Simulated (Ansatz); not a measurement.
Cost and result by functional for the surface energy of the (311) surface of germanium in its 1x1 cell, relaxed from an ideal cut (the real face may reconstruct), outermost plane spacing 1.30 Å in the ideal cut, in Ansatz (plane waves, PAW). Single points on the PBE structure, on one kind of machine; costs are rough ratios of the slab run's core time (references not counted) to the cheapest single point. r2SCAN's cost holds its higher cutoff (500 against 420 eV). Differences are taken against r2SCAN for comparison alone: no measured value is at hand, so the table doesn't rank accuracy.

Model: 14-atom slab, 11.7 Å thick at the start, 7x4x1 mesh, Fermi-Dirac 0.025 eV, dipole correction, all atoms relaxed; held to the part of the start's symmetry that mesh and held atoms allow; no spin (no spin-polarised run to compare, though such a face may carry moments), no spin-orbit, no U. The slab shows no gap on its mesh. These notes are the PBE run's.

```json
[
 {"functional": "LDA", "relative cost": "1", "surface energy (J/m²)": "1.31", "less r2SCAN (J/m²)": "-0.02"},
 {"functional": "PBEsol", "relative cost": "1", "surface energy (J/m²)": "1.20", "less r2SCAN (J/m²)": "-0.12"},
 {"functional": "RPBE", "relative cost": "1", "surface energy (J/m²)": "0.95", "less r2SCAN (J/m²)": "-0.38"},
 {"functional": "r2SCAN", "relative cost": "2", "surface energy (J/m²)": "1.33", "less r2SCAN (J/m²)": "0.00"},
 {"functional": "PBE (the relaxed run's value)", "relative cost": "–", "surface energy (J/m²)": "1.06", "less r2SCAN (J/m²)": "-0.27"}
]
```

The values span 0.38 J/m², while the single points' costs differ by a factor of roughly 2. Differences are of unrounded values.

Ansatz is a program for electronic structure.
